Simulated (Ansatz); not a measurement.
The starting structures come from a database of crystals and need not be the phases stable at ambient conditions.

Inside the gap of an insulator the Bloch states are evanescent, with a wavenumber k + iκ along the transport direction.

Consider the following.

```
CELL_PARAMETERS angstrom
      7.46220     0.00000     0.00000
     -3.73110     6.46245     0.00000
      3.73110     2.15415     6.09286
ATOMIC_POSITIONS crystal
  K  0.50000 0.25000 0.25000
  K  0.50000 0.75000 0.75000
  Sn 0.00000 0.00000 0.00000
  Br 0.50175 0.75087 0.24913
  Br 0.49825 0.24913 0.75087
  Br 0.00000 0.75087 0.24913
  Br 0.00000 0.24913 0.75087
  Br 0.00000 0.24913 0.24913
  Br 0.00000 0.75087 0.75087
```

Space group of this cell: Fm-3m. The cell was relaxed by PBE-D3(BJ).

Transport runs along the normal of the first two printed cell vectors, the (111) plane of the conventional cell.

The gap is the functional's own. No spin-orbit coupling. Mid-gap values are interpolated on the energy grid.

Compute, with Ansatz (a quantum-chemistry and plane-wave program) with r2SCAN, the band gap and the smallest decay constant κ at mid-gap.

Gap 1.40 eV on a 6×6×6 mesh; κ = 0.186 1/Å, at the zone centre.
